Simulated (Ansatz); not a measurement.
BGeCN (model structure, started from the AlSiCN type, R3m, No. 160, 4 atoms in the cell) was calculated with LDA in Ansatz (plane waves, PAW).

Numerical settings: plane-wave cutoff 520 eV, 20×20×20 k mesh, Fermi–Dirac smearing 0.05 eV, scalar-relativistic PAW data made under PBE.

Cell (relaxed at this level):

```xyz
4
Lattice="1.4496 0.8369 4.7420 -1.4496 0.8369 4.7420 0.0000 -1.6738 4.7420" Properties=species:S:1:pos:R:3 pbc="T T T"
B      0.0000     0.0000     0.0323
N      0.0000     0.0000    12.6364
Ge     0.0000     0.0000     7.0502
C      0.0000     0.0000     5.1760
```

### Question
Predict the band gap and bulk modulus.

### Answer

* **band gap**: 0.43 eV (on the SCF k mesh)
* **bulk modulus**: 257 GPa

Note: the bulk modulus is −V dP/dV from two relaxed cells at ±2 % in volume; the relaxation could raise the start's symmetry but not lower it, so the cell can be a saddle point.

Spin–orbit coupling is not included.

The result took around 14 core-minutes (rough).

A model structure was made by putting elements into a prototype or built by hand; it is no filed structure, need not be a known phase, and can be a saddle point held by its symmetry.

Ansatz is a quantum-chemistry and plane-wave program.
